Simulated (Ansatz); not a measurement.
An Ansatz (a first-principles code) run: W with a change (isotropic strain −1.00 %); LDA in Ansatz (plane waves to 420 eV, PAW, scalar-relativistic without spin-orbit coupling).

Input:

Ansatz 0.2 input:
```yaml
crystal:
  lattice:
    - [-1.5519705315, 1.5519705315, 1.5519705315]
    - [1.5519705315, -1.5519705315, 1.5519705315]
    - [1.5519705315, 1.5519705315, -1.5519705315]
  atoms:
    - { symbol: W, position: [0, 0, 0] }
basis: { ecutwfc: 420, ecutrho_ratio: 4, xc_grid: 2, fft_grid_basis: typed }
kpoints: { mp_grid: { grid: [29, 29, 29] } }
hamiltonian:
  xc: lda
  dispersion: none
  pseudopotentials: { kind: paw }
scf: { occupations: { method: fermi_dirac, width: 0.1 }, convergence: { dr2_threshold: 0.0000000001 } }
relax: { f_tol: 0.005, max_steps: 50 }
output: { forces: true, stress: true }
checkpoint: { write: state.ck, write_every: 1000 }
```

Output (explanatory and most iteration lines left out):

```
Relaxation: its limit of steps is 50 (relax.max_steps)
Pseudopotential: W, paw, valence charge 14
Crystal: 1 atoms, lattice volume = 14.952 Å³
Basis set: ecut = 420 eV, 321 PW (Γ), exchange–correlation on 36×36×36 points (8 copies of the dense FFT grid, shifted against one another)
Bands: 11, of which v1, the nominal top of the filled ones, is band 7 counted from 1 (6 counted from 0)
Symmetry: 48 space group operations
Space group: Im-3m (ITA 229), of the structure as read, at distance tolerance 2.5e-5 Å
k-points: 680 of 24389
Functional: x = slater, c = lda
SCF iter   1: F=—  HF=-10129.839905 eV  |F-HF|=—  |Δ(HF+E_count)|=         —  Δρ=4.86e-3  dr2=2.24e-3  ethr=1.77e-3  ⟨swp⟩=5.0  Hψ=39295  notcnv=0
SCF iter   2: F=—  HF=-10129.838959 eV  |F-HF|=—  |Δ(HF+E_count)|=   9.46e-4  Δρ=2.13e-3  dr2=2.39e-4  ethr=1.60e-5  ⟨swp⟩=1.9  Hψ=14177  notcnv=0
SCF 1 converged in 6 iterations: F = -10129.838973 eV  dr2 = 3.94e-11
relax step   1: F+E_penalty+E_count = -10129.83897273 eV  Δ(F+E_penalty+E_count) = +0.000e0 eV  max|allowed force component| = 0.000e0 eV/Å  Δτ_max = 0.0000 Å  (6 SCF iters, accepted)
SCF converged after 6 iterations
Free energy (F): -10129.838973 eV
Internal energy: -10129.822939 eV  (E = F + TS)
E sigma→0 (E₀):  -10129.830956 eV
Entropy (-TS):   -0.016034 eV (-16.034 meV/atom)
Fermi energy:    23.815705 eV
--- Forces (eV/Å), atoms counted from 1 ---
  atom   1  W      0.00000000     0.00000000    -0.00000000
--- Stress (GPa, compression-positive) ---
       10.765746       0.000000      -0.000000
        0.000000      10.765746      -0.000000
       -0.000000      -0.000000      10.765746
  P = ⅓ Tr σ = 10.7657 GPa (107.657 kbar)
--- Relaxed structure (1 steps of the walk, 1 accepted, 0 SCFs on fresh bases) ---
  atoms:
    - { symbol: W, position: [0.0, 0.0, 0.0] }
```

No phonon test of stability was made. All final runs are without spin polarisation. The cell was made from W in the bcc (W type) structure (space group Im-3m, No. 229) by this change: isotropic strain −1.00 %.
